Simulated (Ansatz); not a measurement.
Given:

```yaml
crystal:
  lattice:
    - [1.98054, 1.14346, 8.06147]
    - [-1.98054, 1.14346, 8.06147]
    - [0.00000, -2.28692, 8.06147]
  atoms:
    - { symbol: In, position: [0.11295, 0.11295, 0.11295] }
    - { symbol: In, position: [0.99929, 0.99929, 0.99929] }
    - { symbol: Se, position: [0.61264, 0.61264, 0.61264] }
    - { symbol: Se, position: [0.83282, 0.83282, 0.83282] }
```

Level of theory: r2SCAN, rigid bands (plane waves, PAW, scalar-relativistic; Ansatz, an electronic-structure program). Condition of this run: functional r2SCAN on the same cell. How the cell was made: cell and atoms relaxed with PBEsol+d3bj.

**Question.** Predict the electron conductivity mass (n e² τ/σ) at 300 K, by direction if it differs.

**Answer.** 0.145 (x), 0.145 (y), 0.084 (z) mₑ.

**Question.** And the band gap?

**Answer.** 0.86 eV at this level; semilocal functionals usually fall short of the measured gap.

Rigid bands, one relaxation time for all states, no polarons. Spin-orbit coupling is left out; where it splits the top of the valence band it changes the hole mass and lowers the gap by about a third of the splitting. Geometry: cell and atoms relaxed with PBEsol+D3(BJ).

Formula and space group known from diffraction (Crystallography Open Database), not checked to be the room-temperature form: InSe (R3m).
